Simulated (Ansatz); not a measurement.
The structure below was relaxed with DFT with PBEsol, PAW potentials and a 420 eV plane-wave cutoff in Ansatz (an electronic-structure program), without spin-orbit coupling, at pressure 100 GPa.

Space group Pm-3m (No. 221); a = b = c = 3.2335 Å, α = β = γ = 90.00°

```csv
atom,site,symmetry,x,y,z
Cs,1a,m-3m,0.0000,0.0000,0.0000
Br,1b,m-3m,0.5000,0.5000,0.5000
```

Write out a cell with all atoms.


```cif
data_BrCs
_chemical_formula_sum 'Cs1 Br1'
_space_group_name_H-M_alt 'P 1'
_space_group_IT_number 1
_cell_length_a 3.23351
_cell_length_b 3.23351
_cell_length_c 3.23351
_cell_angle_alpha 90.000
_cell_angle_beta 90.000
_cell_angle_gamma 90.000
loop_
_space_group_symop_operation_xyz
  'x, y, z'
loop_
_atom_site_label
_atom_site_type_symbol
_atom_site_fract_x
_atom_site_fract_y
_atom_site_fract_z
_atom_site_occupancy
Cs1 Cs 0.00000 0.00000 0.00000 1
Br1 Br 0.50000 0.50000 0.50000 1
```
This is the conventional cell.

Load acts through the strain it causes; cell and atoms are relaxed under it. Whether these cells are dynamically stable was not tested. No other phases were tried under pressure. The cell was made from CsBr in the CsCl type structure (space group Pm-3m, No. 221) by this change: pressure 100 GPa.
